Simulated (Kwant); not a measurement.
Device: six-terminal Hall bar in a In0.53Ga0.47As two-dimensional gas. Effective mass 0.041 mₑ, grid spacing 3.8 nm, hard walls, nominal width 100 nm (27 grid rows, so walls 106.4 nm apart), one parabolic valley, scattering region 260 nm long along x; energies count from the band bottom; Fermi energy 0.0356 eV. Four side probes 50 nm wide, two on each edge; current runs along x; the sign of the Hall resistance is a convention. Perpendicular field swept from 1.0507 to 21.434 T, also in the leads; orbital effect alone.

Constants are typed, rounded textbook-type inputs, not results; the design itself was drawn at random and stands for no fabricated device.

Kwant, effective-mass tight-binding model on a square grid, one spin, coherent transport at 0 K. Resistances are in h/e².

**Question.** How many Landau levels lie under the Fermi energy, and what Hall resistance follows, at 35.6 meV and 5.54 T; 35.6 meV and 7.27 T; 35.6 meV and 10.7 T; 35.6 meV and 14.2 T?

**Answer.** ħωc = ħeB/m = 2.82 meV a tesla; levels lie at (n + ½)ħωc. E/ħωc = 2.28 gives 2 levels and h/(2e²) = 0.500; simulated 0.500. E/ħωc = 1.73 gives 2 levels and h/(2e²) = 0.500; simulated 0.500. E/ħωc = 1.18 gives 1 level and h/(1e²) = 1.000; simulated 1.000. E/ħωc = 0.89 gives 1 level and h/(1e²) = 1.000; simulated 1.000.
